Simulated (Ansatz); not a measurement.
Structure of amorphous Hf18O39Al2 (periodic cell):

```
Al2Hf18O39
1.0
    9.10442     0.00000     0.00000
    0.00000     9.10442     0.00000
    0.00000     0.00000     9.10442
Hf O Al
18 39 2
Cartesian
  2.13808   6.95500   4.36246
  5.27593   5.93510   6.73346
  8.91104   0.46631   3.62485
  1.68106   6.78490   7.39081
  0.35621   3.95109   5.55581
  6.54025   0.79878   1.13934
  7.60498   6.77329   0.40438
  7.70762   6.24462   3.59765
  1.27325   8.80498   0.67849
  2.32936   3.16991   8.15088
  8.71948   1.32300   7.01341
  4.94447   4.31863   1.16188
  6.48778   2.80521   4.35639
  5.68957   2.60572   7.49369
  1.91995   5.38892   1.55177
  3.52559   4.10166   4.52733
  3.68138   0.41056   5.91791
  4.67661   7.42587   2.28913
  6.02330   2.71898   0.45025
  5.02842   8.04257   6.47649
  6.62435   5.65876   8.23141
  7.40417   2.84958   6.29562
  5.04010   3.46808   3.09605
  7.09263   1.01744   8.17413
  5.64408   1.12477   5.36707
  6.42440   8.01615   3.50610
  8.38817   8.88698   1.48683
  1.70148   4.81445   3.68075
  3.85585   1.69285   7.48969
  2.22046   7.33972   2.15640
  6.73386   6.47862   5.44290
  1.67822   5.15319   8.63280
  8.02800   9.09750   5.56537
  0.17945   7.56150   3.78787
  6.00694   7.99809   0.66203
  4.43944   4.17050   8.13121
  3.26074   6.04343   6.08533
  7.90565   4.28692   4.11446
  2.93775   3.54313   1.17965
  5.25392   4.03762   5.71518
  0.33831   3.26759   7.47086
  3.58435   8.51386   3.96428
  1.22454   1.27709   8.49947
  3.92499   6.02176   0.94541
  7.32080   1.60946   2.94273
  2.36056   3.61794   6.13984
  3.30493   1.97489   4.42884
  6.34878   5.81092   2.03949
  1.56360   0.84208   2.46032
  2.65947   7.99381   8.61831
  8.95335   5.84530   1.65837
  0.60453   5.95076   5.80566
  0.39034   1.93056   4.95269
  4.55605   0.54775   1.87357
  0.04457   7.63217   8.41380
  1.94236   8.40627   5.93527
  3.98690   5.94947   3.61744
  3.26018   0.95573   3.00752
  6.39285   8.41662   5.31173
```

Methods: PBE, scalar-relativistic without spin-orbit coupling (Ansatz, a quantum-chemistry and plane-wave program); r2SCAN, scalar-relativistic without spin-orbit coupling (Ansatz); HSE06, scalar-relativistic without spin-orbit coupling (Ansatz). Neutral PBE cell, which sets geometry, pressure and energy: sampling: a 2×2×2 Γ-centred mesh; Fermi-Dirac width 0.02 eV; no spin polarisation. Exact exchange is cut at the faces of this 9 Å cell, which leaves hybrid gaps a finite-size error.

It comes from a melt-quench run on a machine-learned potential (CHGNet), relaxed afterwards by DFT. O atoms were pushed apart under 1.9 Å during the dynamics, to hinder bonds among them. The hot cell started wider than the set density and was brought back towards it in steps. It is the lowest in DFT energy of 2 quenches. It is a model cell: composition and starting density were chosen by hand, and all elements were melted together. No dispersion term was used. Its density started from a set value of 8.56 and ended at 8.56 g/cm³. Cooling (nominally 380 K/ps over its main leg) ran many orders faster than in experiment, which tends to leave more defects and strain. A cell of this size samples the disorder only roughly. The volume was held where the preparation left it.

**Question.** Give the pressure, the energy against reference phases and the spacing of the highest filled and lowest empty levels.

**Answer.** 
* **Pressure on a 2×2×2 Γ-centred mesh**: -10.7 kbar
* **Largest force and stress component on that mesh (the relaxation ran on the zone centre alone)**: 0.13 eV/Å and 2.0 GPa
* **Energy relative to HfO2 (P2_1/c) + corundum (lowest mix at this level among the phases computed, not always the ambient ones)**: 0.189 eV/atom
* **Level gap on a 2×2×2 Γ-centred mesh (PBE)**: 3.77 eV
* **Level gap at the zone centre (PBE)**: 3.93 eV
* **Level gap at the zone centre (r2SCAN)**: 4.40 eV
* **Level gap at the zone centre (HSE06)**: 5.52 eV
* **Distance between the nearest levels spread over more than a fifth of the atoms or a third of the atoms of their main element (six at least) (PBE, zone centre)**: 4.03 eV

**Question.** At PBE and the zone centre, how localised are the states just below and above the Fermi level (participation number: the atoms over which a state spreads)?

**Answer.** The highest filled state is spread over 9.1 atoms' worth, largest on O50, with weights by element (charge in smoothed Voronoi cells) O 0.95, Hf 0.05, Al 0.00. The lowest empty state is spread over 12.9 atoms' worth, largest on Hf1, with weights by element (charge in smoothed Voronoi cells) Hf 0.61, O 0.39, Al 0.01.

At PBE the levels at the filled edge of the gap are localised (band-tail or defect states).

Bonds are counted up to Hf-Hf 3.34 Å, Hf-O 2.68 Å, Hf-Al 3.00 Å, O-O 1.58 Å, O-Al 2.24 Å, Al-Al 2.66 Å. Two cations that share two anions don't count as bonded, nor two that share one unless they lie closer than Hf-Hf 3.25 Å, Hf-Al 2.92 Å, Al-Al 2.59 Å.

Added carriers, by PBE, scalar-relativistic without spin-orbit coupling (Ansatz) on the zone centre alone. Charged cells keep the cell fixed and stand in a uniform background, with no image correction, at a width of 0.01 eV; where the count is odd the moment is locked at 1 μB, unless the neutral cell bore moments. Each starts from the undistorted neutral geometry alone. PBE's self-interaction favours spread-out carriers, so it can miss traps that a hybrid finds.

**Question.** What happens at PBE when the cell takes an extra electron and the atoms relax?

**Answer.** Relaxation lowers the charged cell by 0.25 eV. The largest moves are O28 0.16 Å, Hf16 0.10 Å, O37 0.07 Å, O57 0.07 Å. The level that holds the added charge spreads over 9.6 atoms' worth, most on Hf1 (weight 0.25): a partly localised carrier. No bond crosses its cut-off with a change of over 0.15 Å (metal-metal contacts aside). Made neutral again at that geometry, the cell lies +0.39 eV from the neutral start.

**Question.** What happens at PBE when the cell takes a hole and the atoms relax?

**Answer.** Relaxation lowers the charged cell by 0.19 eV. The largest moves are O43 0.12 Å, O50 0.10 Å, O57 0.10 Å, O37 0.10 Å. The level that was emptied spreads over 5.3 atoms' worth, most on O50 (weight 0.37): a localised (trapped) carrier, which neighbours of that atom can share. No bond crosses its cut-off with a change of over 0.15 Å (metal-metal contacts aside). Made neutral again at that geometry, the cell lies +0.42 eV from the neutral start.
